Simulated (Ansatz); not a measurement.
Seebeck coefficient (μV/K, mean over directions) of n-type CsPbCl$_{3}$ (Pm-3m) against carrier density, r2SCAN with spin-orbit coupling, rigid bands run with Ansatz (a program for electronic structure). Computed gap 1.18 eV; densities at which minority carriers matter at this gap, or further valleys turn the trend, are left out. Conductivity mass 0.22 mₑ (harmonic mean over directions), N_c = 2.4e18 cm⁻³ at 300 K.

```
electron density  300 K  500 K
----------------  -----  -----
1e16 cm⁻³          -685   -757
1e17 cm⁻³          -487   -558
1e18 cm⁻³          -292   -362
3e18 cm⁻³          -204    [?]
1e19 cm⁻³          -122   -178
3e19 cm⁻³           -68   -110
1e20 cm⁻³           [?]    -62
3e20 cm⁻³           -24    [?]
1e21 cm⁻³           -20    -32
```

Q: What belongs in the gaps?

A: 
- 3e18 cm⁻³, 500 K: -271
- 1e20 cm⁻³, 300 K: -37
- 3e20 cm⁻³, 500 K: -40

Rigid bands with a gap fixed in temperature, one relaxation time for all states, no polarons or phonon drag, and whether or not such doping can be reached.

CsPbCl3 (Pm-3m): a high-temperature phase held by its symmetry.
